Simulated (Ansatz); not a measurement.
Take Hf in the hcp (Mg type) structure (space group P6_3/mmc, No. 194; a = 3.1591 Å, c = 5.0001 Å) as the base. Axes: x lies along a and z along c of the hexagonal cell.

Computed with PBEsol/PAW in Ansatz (an electronic-structure program), no SOC.

Base values:

- Pressure: 0.0 GPa
- Volume per atom: 21.61 Å³

The change: biaxial strain +4.91 %, plane normal [001], relaxed out of plane (Cartesian); in-plane vectors clamped, the third vector and the atoms free.

Question: What does the calculation give for the pressure and volume per atom after the change?

Answer: The pressure (mean of the normal stresses, compression positive) goes from zero to -5.8 GPa; the volume per atom rises by 1.38 Å³ to 22.99 Å³.

No phonon test of stability was made. The final runs are not spin-polarised.
